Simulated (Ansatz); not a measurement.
Results of LDA (plane waves, PAW; Ansatz, a program for electronic structure) for MgS (model structure, started from the BeO type, P4₂/mnm, No. 136, 8 atoms in the cell).

Run with plane-wave cutoff 520 eV, 6×6×10 k mesh (along the axes of the cell as run), Fermi–Dirac smearing 0.01 eV, scalar-relativistic PAW data made under PBE.

Cell (relaxed at this level):

```yaml
crystal:
  lattice:
    - [6.72684, 0.00000, 0.00000]
    - [0.00000, 6.72684, 0.00000]
    - [0.00000, 0.00000, 4.03036]
  atoms:
    - { symbol: Mg, position: [0.32639, 0.67361, 0.00000] }
    - { symbol: Mg, position: [0.67361, 0.32639, 0.00000] }
    - { symbol: Mg, position: [0.82639, 0.82639, 0.50000] }
    - { symbol: Mg, position: [0.17361, 0.17361, 0.50000] }
    - { symbol: S, position: [0.31111, 0.31111, 0.00000] }
    - { symbol: S, position: [0.68889, 0.68889, 0.00000] }
    - { symbol: S, position: [0.18889, 0.81111, 0.50000] }
    - { symbol: S, position: [0.81111, 0.18889, 0.50000] }
```

Q: Predict the band gap and bulk modulus.

A: 
- band gap = 3.29 eV (on the SCF k mesh)
- bulk modulus = 52.7 GPa

Note: the bulk modulus is −V dP/dV from two relaxed cells at ±2 % in volume; the relaxation could raise the start's symmetry but not lower it, so the cell can be a saddle point.

The computed numbers hold no vibrational or temperature effects.

The result took roughly 2.7 core-minutes.

A model structure was made by putting elements into a prototype or built by hand; it is no filed structure, need not be a known phase, and can be a saddle point held by its symmetry.
